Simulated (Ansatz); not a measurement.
**What biaxial strain −0.32 %, plane normal [110], relaxed out of plane does to CdF2**

Consider CdF₂ in the fluorite structure (space group Fm-3m, No. 225; a = 5.384 Å). Axes: x, y, z lie along the cube axes.

The change: compressive biaxial strain of 0.32 % in the plane normal to [110], as in epitaxy on a mismatched substrate; the out-of-plane cell vector and the atoms relax.

Computed with DFT with PBEsol, PAW potentials and a 420 eV plane-wave cutoff in Ansatz (a program for electronic structure), scalar-relativistic without spin-orbit coupling. Settings: 11×11×11 k-points, 0.05 eV Fermi–Dirac smearing.

The volume per atom drops by 0.034 Å³ to 12.97 Å³ and the space group changes from Fm-3m (No. 225) to Immm (No. 71). The shortest interatomic distance shrinks by 0.006 Å (2.331 Å → 2.325 Å) and the energy stays essentially unchanged. The pressure (mean of the normal stresses, compression positive) grows by 0.284 GPa (-0.01 GPa → 0.28 GPa) and the band gap grows by 0.012 eV to 2.96 eV (an upper bound: an edge found on the path is not a true extremum; the changed cell). The out-of-plane strain comes out as +0.38 %.

Final structure (turned so that z lies along the plane normal):

```yaml
crystal:
  lattice:
    - [3.79487, 0.00000, 0.00000]
    - [0.00000, 5.36676, 0.00000]
    - [1.89744, 2.68338, 1.91083]
  atoms:
    - { symbol: Cd, position: [0.00000, 0.00000, 0.00000] }
    - { symbol: F, position: [0.50000, 0.74963, 0.00000] }
    - { symbol: F, position: [0.50000, 0.25037, 0.00000] }
```

Whether these cells are dynamically stable was not tested.
